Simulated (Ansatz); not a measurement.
The starting structures come from a database of crystals and need not be the phases stable at ambient conditions.

 Where the default PAW files enter, the runs use the earlier of Ansatz's two default sets.

By PBEsol, the system below comes out a metal.

Without scattering a metal conducts by its projected Fermi surface.

Input:

```
InSb
1.0
    3.04146     0.00000     0.00000
    0.00000     3.13942     0.00000
    0.00000     0.00000     6.14685
In Sb
1 1
Cartesian
  0.00000   3.13163   0.00000
  0.00000   0.79264   3.07342
```

Space group of this cell: Pmm2. The cell is taken as given; by PBEsol its mean pressure is -2.6 GPa.

The current flows along the normal of the first two printed cell vectors. No spin-orbit coupling; the value is a mean over 0.1 eV about the Fermi level.

Problem. Give the ballistic conductance per area that PBEsol in Ansatz (a first-principles code) yields.

Solution. 0.55 × 10¹⁵ S/m² for both spins.
